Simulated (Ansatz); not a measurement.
Given:

```xyz
8
Lattice="5.7471 0.0000 0.0000 -2.8736 4.9090 0.0000 0.0000 0.0000 4.6315" Properties=species:S:1:pos:R:3 pbc="T T T"
Ti     2.8736     3.2567     1.1579
Ti    -1.4001     4.0658     3.4736
Ti     1.4735     0.8431     1.1579
Ti     0.0000     1.6523     3.4736
Ti     4.2736     0.8431     1.1579
Ti     1.4001     4.0658     3.4736
Al     0.0000     3.2718     1.1579
Al     2.8736     1.6372     3.4736
```

No spin polarisation.

The values are results of plane-wave PAW DFT at the r2SCAN level (Ansatz, a program for electronic structure, 500 eV), scalar-relativistic without spin-orbit coupling, not measurements. Settings: 10×10×10 k-points, 0.05 eV Fermi–Dirac smearing.

Q: Predict the band gap, pressure and space group.

A: The band gap is zero and the pressure (mean of the normal stresses, compression positive) is 1.7 GPa. The space group comes out as Cmcm (No. 63).

The cells carry an imposed strain or load. Whether these cells are dynamically stable was not tested. The final runs are not spin-polarised. The cell was made from Ti$_{3}$Al (space group P6_3/mmc, No. 194) by this change: uniaxial strain ε_yy = −1.37 %.
